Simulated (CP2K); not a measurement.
# Variants of one calculation on La2Ge4IrPd3 (P4mm, 10 atoms in the cell)

```yaml
crystal:
  lattice:
    - [4.45125, 0.00000, 0.00000]
    - [0.00000, 4.45125, 0.00000]
    - [0.00000, 0.00000, 9.97115]
  atoms:
    - { symbol: La, position: [0.50000, 0.50000, 0.25628] }
    - { symbol: La, position: [0.00000, 0.00000, 0.74602] }
    - { symbol: Ge, position: [0.50000, 0.50000, 0.86704] }
    - { symbol: Ge, position: [0.00000, 0.00000, 0.12761] }
    - { symbol: Ge, position: [0.50000, 0.00000, 0.50227] }
    - { symbol: Ge, position: [0.00000, 0.50000, 0.50227] }
    - { symbol: Pd, position: [0.00000, 0.00000, 0.37570] }
    - { symbol: Pd, position: [0.50000, 0.00000, 0.00000] }
    - { symbol: Pd, position: [0.00000, 0.50000, 0.00000] }
    - { symbol: Ir, position: [0.50000, 0.50000, 0.62281] }
```

Base run A: PBEsol, GPW, DZVP-MOLOPT-SR-GTH basis, GTH-PBE potentials (GTH_POTENTIALS) (CP2K 2026.2), self-consistent single point.

Its settings: CUTOFF = 500 Ry; REL_CUTOFF = 50 Ry; SMEAR/METHOD = MARZARI_VANDERBILT; SIGMA = 0.2 eV; KPOINTS/SCHEME = MONKHORST-PACK 4 4 2; XC_FUNCTIONAL = PBE:PBESOL; La/BASIS_SET = DZVP-MOLOPT-SR-GTH-q11; La/POTENTIAL = GTH-PBE-q11; Ge/BASIS_SET = DZVP-MOLOPT-SR-GTH-q4; Ge/POTENTIAL = GTH-PBE-q4; Pd/BASIS_SET = DZVP-MOLOPT-SR-GTH-q18; Pd/POTENTIAL = GTH-PBE-q18; Ir/BASIS_SET = DZVP-MOLOPT-SR-GTH-q17; Ir/POTENTIAL = GTH-PBE-q17; METHOD = GPW; EPS_DEFAULT = 1e-11; NGRIDS = 5; SCF_GUESS = ATOMIC; EPS_SCF = 1e-07; MAX_SCF = 100.

The starting cell comes from a database of computed structures (which also holds hypothetical and non-ambient phases and stackings), without a prior relaxation at this level. Spin polarisation is off. Values carry the incompleteness of an atom-centred basis. The potentials were made for another functional than the one used. Without a gap this mesh is coarse (it stands for a supercell whose shortest vector is 18 Å).

ΔF is the free energy per atom less that of run A. A dash stands where there is no value to compare (another energy zero or no entropy term, no result, no spin, no clean gap, or a mesh too coarse for one). Absolute energies have different zeros for different potentials, functionals, Hubbard and dispersion terms and are not compared across them.

Run A gave: pressure (GPa) -2.63; largest force (eV/Å) 0.242; k-points 16.

Runs:
- B: lattice scaled by 1.03; CUTOFF: 500 Ry → 300 Ry
- C: PAIR_POTENTIAL/TYPE: default → DFTD3; REFERENCE_FUNCTIONAL: default → PBEsol; R_CUTOFF: default → 15 angstrom [PBEsol-D3(0)]
- D: CUTOFF: 500 Ry → 580 Ry
- E: FULL_GRID: default → T
- F: REL_CUTOFF: 50 Ry → 60 Ry
- G: MIXING/ALPHA: 0.2 → 0.6
- H: XC_FUNCTIONAL: PBE:PBESOL → GGA_X_WC + GGA_C_PBE [Wu-Cohen GGA]
- I: USE_FINER_GRID: default → T

Problem. What does run C change against A?

Solution. The pressure goes from -2.63 to -5.06 GPa and the largest force goes from 0.242 to 0.281 eV/Å.

Problem. What does run B change against A?

Solution. The free energy goes up by 81.8 meV/atom, the pressure goes from -2.63 to -10.88 GPa and the largest force goes from 0.242 to 0.324 eV/Å.

| run | ΔF (meV/atom) | pressure (GPa) | largest force (eV/Å) | k-points |
|---|---|---|---|---|
| A | 0.00 | -2.63 | 0.242 | 16 |
| B | 81.8 | -10.88 | 0.324 | 16 |
| C | – | -5.06 | 0.281 | 16 |
| D | 0.00 | -2.63 | 0.242 | 16 |
| E | 0.00 | -2.63 | 0.242 | 32 |
| F | 0.00 | -2.63 | 0.242 | 16 |
| G | 0.00 | -2.63 | 0.242 | 16 |
| H | – | -2.15 | 0.240 | 16 |
| I | 0.01 | -2.63 | 0.242 | 16 |
